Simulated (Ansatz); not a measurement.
**A computed series for IrO2: response to strain**

Start from IrO₂ (space group Pa-3, No. 205; a cell from a computed database, its experimental status unchecked).

```xyz
12
Lattice="4.8628 0.0000 0.0000 0.0000 4.8628 0.0000 0.0000 0.0000 4.8628" Properties=species:S:1:pos:R:3 pbc="T T T"
Ir     2.4314     2.4314     0.0000
Ir     0.0000     2.4314     2.4314
Ir     0.0000     0.0000     0.0000
Ir     2.4314     0.0000     2.4314
O      0.7330     4.1298     1.6984
O      4.1298     0.7330     3.1644
O      1.6984     0.7330     4.1298
O      3.1644     4.1298     0.7330
O      3.1644     3.1644     3.1644
O      1.6984     1.6984     1.6984
O      4.1298     1.6984     0.7330
O      0.7330     3.1644     4.1298
```

Cartesian axes are those of the cell as printed.

Strains are applied to the cell and any free atomic positions relax; under biaxial strain the out-of-plane vector relaxes too.

All numbers come from Ansatz (a quantum-chemistry and plane-wave program) PBEsol, scalar-relativistic without spin-orbit coupling.

Notes on the quantities. energy relative to the base: free energy F; pressure: mean of the normal stresses, compression positive.

```csv
case,energy relative to the base,volume per atom,pressure,largest internal atomic displacement
base,0 meV/atom,9.58 Å³,0.0 GPa,–
"biaxial strain −3.92 %, plane normal [110], relaxed out of plane",+58 meV/atom,9.15 Å³,17.3 GPa,–
isotropic strain −1.50 %,+21 meV/atom,9.16 Å³,16.4 GPa,0.017 Å
isotropic strain +5.83 %,+0.242 eV/atom,11.36 Å³,-37.0 GPa,0.052 Å
tensor shear ε_xy = −3.01 %,+19 meV/atom,9.57 Å³,0.6 GPa,0.021 Å
```

Without a gap, meshes like the base's 8×8×8 leave anisotropic stresses uncertain by several tenths of a GPa, and small strain energies with them. Whether these cells are dynamically stable was not tested. No Hubbard U is applied, and correlation can decide whether such a compound is a metal. All final runs are without spin polarisation.
